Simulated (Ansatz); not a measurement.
**The (110) surface of bixbyite In2O3 in its 1x1 cell (cut with top plane In + 2 O, bottom plane In + 2 O), outermost plane spacing 0.05 Å in the ideal cut (one of several cuts of this face)**

Computed with r2SCAN, at the PBE geometry (plane waves to 500 eV, PAW; Ansatz, a first-principles code).

Model: 70-atom slab, In28O42, 11.6 Å thick at the start, 3x3x1 mesh, Fermi-Dirac 0.025 eV, dipole correction, single point; on the structure that PBE left under its start's symmetry; no spin, no spin-orbit, no U.

| Quantity | Value |
|---|---|
| surface energy (mean of both faces) | 84 meV/Å^2 |
| gap of the slab on its k-mesh | 1.14 eV |
| highest filled level below the top vacuum level | 6.10 eV |
| cost | roughly 18 core-minutes |
